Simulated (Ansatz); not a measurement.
A constructed model of the (100) surface of fcc Al, a pseudomorphic layer of Rh in the host's stacking (bottom of the slab: a bare face, its two planes held)

These are PBE (plane waves to 420 eV, PAW; Ansatz, an electronic-structure program) values and carry that method's errors.

Set-up: 7 atoms, 12.0 Å thick at the start; mesh 13x13x1; 0.1 eV smearing; dipole correction on; 2 atoms held, the rest relaxed; held to the start's symmetry, so lower structures may exist; no spin, no spin-orbit, no U. It is one candidate, not shown to be the stable structure of the face.

The work function of the top face comes out as 4.58 eV, the energy released by relaxation is 0.51 eV and the cost is very roughly 70 core-seconds.
